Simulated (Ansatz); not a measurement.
The starting structures come from a database of crystals and need not be the phases stable at ambient conditions.

 Where the default PAW files enter, the runs use the earlier of Ansatz's two default sets.

The decay constant κ of evanescent states in the gap governs leakage through a thin film.

Consider the following.

```xyz
12
Lattice="4.0318 0.0000 0.0000 0.0000 4.9796 0.0000 0.0000 0.0000 4.5272" Properties=species:S:1:pos:R:3 pbc="T T T"
Si     2.0159     3.2483     3.3954
Si     2.0159     1.7314     1.1318
Si     0.0000     4.2212     1.1318
Si     0.0000     0.7584     3.3954
O      2.9469     1.9043     2.6256
O      1.0850     3.0753     1.9015
O      3.1009     0.5855     0.3620
O      0.9310     4.3941     4.1651
O      0.9310     0.5855     1.9015
O      3.1009     4.3941     2.6256
O      1.0850     1.9043     4.1651
O      2.9469     3.0753     0.3620
```

Space group of this cell: Pbcn. The cell is strained (lengths across the current scaled by 0.98, ions clamped); by r2SCAN its mean pressure is 3.2 GPa.

Transport runs along the normal of the first two printed cell vectors.

The gap is the functional's own, uncorrected, and κ follows it; spin-orbit coupling is left out. Mid-gap values are interpolated between the computed energies.

Q: Give the band gap and the smallest decay constant κ at mid-gap that r2SCAN (Ansatz, a first-principles code) yields.

A: Gap 6.87 eV on a 8×6×8 mesh; κ = 0.423 1/Å, at the zone centre.
